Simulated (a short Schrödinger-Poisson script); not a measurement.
Structure: gated Al0.4Ga0.6N/GaN polarisation-induced gas, at 20 K.

| layer | material | thickness (nm) | Na (cm⁻³) |
|---|---|---|---|
| 1 | Al0.4Ga0.6N | 10 | - |
| 2 | GaN | 6000 | 2e15 |

Constants are typed, rounded textbook-type inputs, not results; the design itself was drawn at random and stands for no fabricated device. Al0.4Ga0.6N: permittivity 9.26, conduction-band edge (eV) 0.58, gap (eV) 4.258, electron mass (mₑ) 0.248, Nv at 300 K (cm⁻³) 4.6e19. GaN: permittivity 9.5, conduction-band edge (eV) 0, gap (eV) 3.43, Nv at 300 K (cm⁻³) 4.6e19.

Channel valleys (confinement mass, in-plane density-of-states mass, number): Γ 0.2, 0.2, 1. At the gate the conduction-band edge of layer 1 lies 1.36 eV − eVg above the Fermi level of the channel; the field vanishes at the back. Sheet of polarisation charge: +2e13 e/cm² at 10 nm from the gate. The barrier under the gate holds no holes. Gaps are held at their typed values at every temperature. Mesh 0.08 nm at interfaces.

From a short Schrödinger-Poisson script (our own, NumPy): 1D Poisson equation in equilibrium, electrons quantum, Hartree (BenDaniel-Duke, 40 states a valley, the channel's in-plane mass for all, wave functions free to enter the barrier), parabolic valleys, classical holes, full ionisation, no traps, pinning or gate leakage.

The same stack at other levels of the model or other numerical settings:

```csv
run,sheet density of all electrons at Vg = 0.5 V (cm⁻²),sheet density of all electrons at Vg = -2 V (cm⁻²),capacitance at Vg = 0.5 V (μF/cm²),centroid of the channel electrons at Vg = 0.5 V (nm),rough cost against the base
base,1.58e13,4.35e12,0.756,1.62,about 1
"electrons treated as classical, Boltzmann",1.81e13,5.38e12,0.813,0.10,0.02
"electrons treated as classical, Fermi-Dirac",1.59e13,4.57e12,0.734,1.40,0.1
"electrons treated as quantum, Hartree plus LDA exchange-correlation",1.61e13,4.51e12,0.760,1.49,2
mesh six times as coarse,1.58e13,4.34e12,0.757,1.57,0.3
one subband a valley,1.57e13,4.35e12,0.749,1.34,0.4
```

The classical rows ignore confinement, and Boltzmann statistics overrate the density once the band edge passes the Fermi level.
